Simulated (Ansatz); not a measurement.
Start from Y in the hcp (Mg type) structure (space group P6_3/mmc, No. 194; a = 3.594 Å, c = 5.610 Å; relaxed with 0.1 eV smearing). Axes: x lies along a and z along c of the hexagonal cell.

It is then changed as follows: uniaxial strain ε_yy = +0.90 %, all other strain components held at zero; the atoms relax in the strained cell.

Levels (all Ansatz, an electronic-structure program, PAW): PBEsol (420 eV, no spin-orbit coupling); r2SCAN (500 eV, no SOC).

The geometry is relaxed with PBEsol.

| Item | Value |
|---|---|
| PBEsol pressure | -0.4 GPa |

Problem. How does going to r2SCAN change the pressure?

Solution. The pressure grows by 2.9 GPa to 2.5 GPa.

Single points use the geometry relaxed with PBEsol. Their cutoffs differ, which shifts pressures a little. Stability against distortions was not tested. All final runs are without spin polarisation.
